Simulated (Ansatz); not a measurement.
Hypothetical zinc blende KI: element substitutions

Base system: KI in the zinc blende structure (space group F-43m, No. 216; a = 7.9910 Å; a hypothetical phase, not in the database extracts checked).

Each row replaces one element on all its sites; cell and atoms are relaxed.

Levels (all Ansatz, a program for electronic structure, PAW): PBE (420 eV, scalar-relativistic without spin-orbit coupling); r2SCAN (500 eV, no spin-orbit coupling).

The base cell above is that of PBE; each level relaxes its own structures.

```json
[
 {"case": "K → Sc", "volume per atom, PBE": "35.86 Å³", "volume per atom, r2SCAN": "35.30 Å³"},
 {"case": "I → F", "volume per atom, PBE": "26.35 Å³", "volume per atom, r2SCAN": "25.33 Å³"},
 {"case": "K → Cs", "volume per atom, PBE": "83.58 Å³", "volume per atom, r2SCAN": "___"},
 {"case": "I → C", "volume per atom, PBE": "35.78 Å³", "volume per atom, r2SCAN": "___"}
]
```

**Question.** What belongs in the blanks?

**Answer.** 
- K → Cs, volume per atom, r2SCAN: 83.04 Å³
- I → C, volume per atom, r2SCAN: 34.88 Å³

PBE lies above r2SCAN in every row, by 0.54 Å³ to 1.02 Å³. They put the cases in the same order.

Other magnetic orders, which the real material may have, were not ruled out. Whether these cells are dynamically stable was not tested. As relaxed here, ScI, KF, CsI and KC are hypothetical phases, not in the database extracts checked. Spin-polarised in the final run: PBE ScI and r2SCAN ScI; the other runs are not. An odd electron count without spin: KC.
